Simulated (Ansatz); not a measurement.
## Worked example: self-consistent single point of a (001) slab of LaYMg6 (cut from a parent of space group no. 38; 16 atoms in the cell) in Ansatz

Method of the run: LDA (PW92), default PAW files made with PBE (plane waves; Ansatz, an electronic-structure program).

This input was run:

Ansatz 0.2 input:
```yaml
crystal:
  lattice:
    - [4.925733, 0.000000, 0.000000]
    - [0.000000, 8.255440, 0.000000]
    - [0.000000, 0.000000, 21.614500]
  atoms:
    - { symbol: La, position: [0.500000, 0.500000, 0.559948] }
    - { symbol: La, position: [0.500000, 0.000000, 0.327132] }
    - { symbol: Y, position: [0.500000, 0.500000, 0.323857] }
    - { symbol: Y, position: [0.500000, 0.000000, 0.556673] }
    - { symbol: Mg, position: [0.500000, 0.243810, 0.674209] }
    - { symbol: Mg, position: [0.500000, 0.756190, 0.674209] }
    - { symbol: Mg, position: [0.000000, 0.238110, 0.561697] }
    - { symbol: Mg, position: [0.000000, 0.761890, 0.561697] }
    - { symbol: Mg, position: [0.000000, 0.500000, 0.676143] }
    - { symbol: Mg, position: [0.000000, 0.500000, 0.442522] }
    - { symbol: Mg, position: [0.500000, 0.743810, 0.441394] }
    - { symbol: Mg, position: [0.500000, 0.256190, 0.441394] }
    - { symbol: Mg, position: [0.000000, 0.738110, 0.328881] }
    - { symbol: Mg, position: [0.000000, 0.261890, 0.328881] }
    - { symbol: Mg, position: [0.000000, 0.000000, 0.443323] }
    - { symbol: Mg, position: [0.000000, 0.000000, 0.675343] }
basis:
  ecutwfc: 420.0
kpoints:
  mp_grid:
    grid: [5, 3, 1]
hamiltonian:
  xc: lda
  pseudopotentials:
    kind: paw
scf:
  occupations:
    method: methfessel_paxton
    width: 0.1
output:
  forces: true
  eigenvalues: true
  stress: true
```

Log, with long lists cut:

```
WARN ansatz: RAYON_NUM_THREADS=1 ignored (pool sized by the plan → 1); use --threads N
Pseudopotentials: kind: paw
Pseudopotential: La, paw, valence charge 11
Pseudopotential: Y, paw, valence charge 11
Pseudopotential: Mg, paw, valence charge 10
Crystal: 16 atoms, lattice volume = 878.934 Å³
Basis set: ecut = 420 eV, 17195 PW (Γ)
Bands: 99, of which v1, the nominal top of the filled ones, is band 82 counted from 1 (81 counted from 0)
Symmetry: 4 space group operations
Space group: Pmm2 (ITA 25), of the structure as read, at distance tolerance 9.6e-5 Å
k-points: 6 of 15
PAW frozen core: La, regenerated for the run's functional, and the local potential with it
PAW frozen core: Y, regenerated for the run's functional, and the local potential with it
PAW frozen core: Mg, regenerated for the run's functional, and the local potential with it
Initial density: superposition of atomic densities (neutral atoms: chi_scale 0, normalization atom), corrected by the library's trained network
Initial wavefunctions: pseudopotential atomic-orbital guess
Eigensolver: davidson
Functional: x = slater, c = lda
SCF iter   1: F=—  HF=-42458.589642 eV  |F-HF|=—  |Δ(HF+E_count)|=         —  Δρ=4.31e-3  dr2=4.22e-1  ethr=1.77e-3  ⟨swp⟩=11.3  Hψ=2879  notcnv=0
all-band conjugate gradients solve this SCF's bands
preconditioner: auto → LDOS
SCF iter   2: F=—  HF=-42458.538883 eV  |F-HF|=—  |Δ(HF+E_count)|=   5.08e-2  S|Δr|=    0.00e0  Δρ=2.12e-3  dr2=4.44e-2  ethr=2.58e-4  ⟨swp⟩=3.3  Hψ=1251  notcnv=0  defer=49
SCF iter   3: F=—  HF=-42458.519987 eV  |F-HF|=—  |Δ(HF+E_count)|=   1.89e-2  S|Δr|=    0.00e0  Δρ=4.41e-4  dr2=6.44e-3  ethr=2.71e-5  ⟨swp⟩=2.8  Hψ=1102  notcnv=0  defer=49
SCF iter   4: F=—  HF=-42458.519511 eV  |F-HF|=—  |Δ(HF+E_count)|=   4.75e-4  S|Δr|=    0.00e0  Δρ=1.76e-4  dr2=9.05e-4  ethr=3.93e-6  ⟨swp⟩=2.0  Hψ=691  notcnv=0  defer=49
SCF iter   5: F=—  HF=-42458.519399 eV  |F-HF|=—  |Δ(HF+E_count)|=   1.12e-4  S|Δr|=    0.00e0  Δρ=8.50e-5  dr2=1.51e-4  ethr=5.52e-7  ⟨swp⟩=2.0  Hψ=712  notcnv=0  defer=49
SCF iter   6: F=—  HF=-42458.519387 eV  |F-HF|=—  |Δ(HF+E_count)|=   1.20e-5  S|Δr|=    0.00e0  Δρ=2.50e-5  dr2=1.47e-5  ethr=9.20e-8  ⟨swp⟩=2.2  Hψ=752  notcnv=0  defer=49
SCF iter   7: F=—  HF=-42458.519357 eV  |F-HF|=—  |Δ(HF+E_count)|=   3.00e-5  S|Δr|=    0.00e0  Δρ=8.08e-6  dr2=1.43e-6  ethr=8.96e-9  ⟨swp⟩=2.8  Hψ=723  notcnv=0  defer=49
SCF iter   8: F=—  HF=-42458.519357 eV  |F-HF|=—  |Δ(HF+E_count)|=   1.32e-7  S|Δr|=    0.00e0  Δρ=2.77e-6  dr2=1.66e-7  ethr=8.74e-10  ⟨swp⟩=2.5  Hψ=754  notcnv=0  defer=49
SCF iter   9: F=-42458.519357 eV  HF=-42458.519357 eV  |F-HF|=1.77e-8  |Δ(HF+E_count)|=   1.12e-9  S|Δr|=    0.00e0  Δρ=9.18e-7  dr2=2.60e-8  ethr=6.10e-11  ⟨swp⟩=19.2  Hψ=3044  notcnv=0
SCF 1 converged in 9 iterations: F = -42458.519357 eV  dr2 = 2.60e-8
SCF converged after 9 iterations
Stability not checked (fill_not_monotonic)
Free energy (F): -42458.519357 eV
Harris-Foulkes:  -42458.519357 eV  (|F-HF|=1.77e-8)
Internal energy: -42458.519246 eV  (E = F + TS)
E sigma→0 (E₀):  -42458.519329 eV
Entropy (-TS):   -0.000111 eV (-0.007 meV/atom)
Fermi energy:    1.452509 eV
Step filling:    the computed levels leave a gap of 0.0031 eV = 0.0 smearing widths
--- Per-component energies (eV) ---
  E_band       = -5476.008073
  E_kinetic    = 1892.657556
  E_local      = -85735.913993  (includes V_loc(G=0)·N_el)
  E_nonlocal   = 1467.312647
  E_hartree    = 39309.118230
  E_xc         = -951.159520
  E_vxc        = -1122.192531  (∫ρ·V_xc dr)
  E_paw        = -19193.321426  (= ΣΔE_a)
  E_vpaw       = -596.139995  (= ΣTr[D̂ρ^β])
  E_aug_tail   = 0.000001  (compensation charges beyond the density's cutoff)
  E_ewald      = 20749.676902
  E_core_change = 3.110357  (= ΣΔE_core)
  E_smearing   = -0.000111  (= −TS)
  E_closure    = 0.000000  (closes the sum)
  Σ components = -42458.519357   (vs F -42458.519357, Δ=0.00e0)
--- Forces (eV/Å), atoms counted from 1 ---
  atom   1  La    -0.00000000     0.00000000     0.45232882
  atom   2  La     0.00000000     0.00000000    -0.21189923
  atom   3  Y     -0.00000000     0.00000000     0.24658111
  atom   4  Y     -0.00000000    -0.00000000     0.28732744
  atom   5  Mg     0.00000000    -0.03980711    -0.11084478
  atom   6  Mg     0.00000000     0.03980711    -0.11084478
  atom   7  Mg    -0.00000000     0.09507648    -0.11454380
  atom   8  Mg     0.00000000    -0.09507648    -0.11454380
  atom   9  Mg     0.00000000    -0.00000000    -0.38561502
  atom  10  Mg    -0.00000000     0.00000000     0.02989496
  atom  11  Mg     0.00000000     0.03992287    -0.12393568
  atom  12  Mg     0.00000000    -0.03992287    -0.12393568
  atom  13  Mg    -0.00000000     0.02305872     0.34595044
  atom  14  Mg    -0.00000000    -0.02305872     0.34595044
  atom  15  Mg     0.00000000     0.00000000    -0.01911185
  atom  16  Mg     0.00000000    -0.00000000    -0.39241772
  max |Σ_I F_I| component: 3.41e-4 eV/Å
--- Stress (GPa, compression-positive) ---
       -0.520877       0.000000       0.000000
        0.000000      -0.891796       0.000000
        0.000000       0.000000      -1.014273
  P = ⅓ Tr σ = -0.8090 GPa (-8.090 kbar)
  The stress holds the Pulay correction. Without it, at fixed plane waves, as pw.x and ABINIT print it: P = -0.8107 GPa
--- Band table (eV; the first three rows and the last of 6) ---
  k-point 0: bands = ["-74.2579", "-74.1997", "-74.0923", "-74.0923", "-73.5744", "-73.5578", "-73.4507", "-73.4507", "-73.4310", "-73.4309", "-73.3282", "-73.3282", "-41.7061", "-41.6856", "-41.6626", "-41.6407", "-41.6369", "-41.6037", "-41.6014", [...]
  k-point 1: bands = ["-74.2579", "-74.1997", "-74.0923", "-74.0923", "-73.5744", "-73.5578", "-73.4507", "-73.4507", "-73.4310", "-73.4309", "-73.3282", "-73.3282", "-41.7061", "-41.6856", "-41.6626", "-41.6407", "-41.6369", "-41.6037", "-41.6014", [...]
  k-point 2: bands = ["-74.2579", "-74.1997", "-74.0923", "-74.0923", "-73.5744", "-73.5578", "-73.4507", "-73.4507", "-73.4310", "-73.4309", "-73.3282", "-73.3282", "-41.7061", "-41.6857", "-41.6626", "-41.6408", "-41.6369", "-41.6037", "-41.6014", [...]
  k-point 5: bands = ["-74.2579", "-74.1997", "-74.0923", "-74.0923", "-73.5744", "-73.5578", "-73.4507", "-73.4507", "-73.4310", "-73.4309", "-73.3282", "-73.3282", "-41.7061", "-41.6857", "-41.6626", "-41.6409", "-41.6369", "-41.6037", "-41.6015", [...]
```

The run converged in 9 iterations.

The starting cell comes from a database of computed structures (which also holds hypothetical and non-ambient phases and stackings), without a prior relaxation at this level. The slab is cut from that crystal, and its faces are unrelaxed. Its lattice was rescaled in the plane by a random factor within 2.5 % of one. The two faces of this cut differ, and no dipole correction was used.

Cost on one core of a shared machine: roughly 40 s.
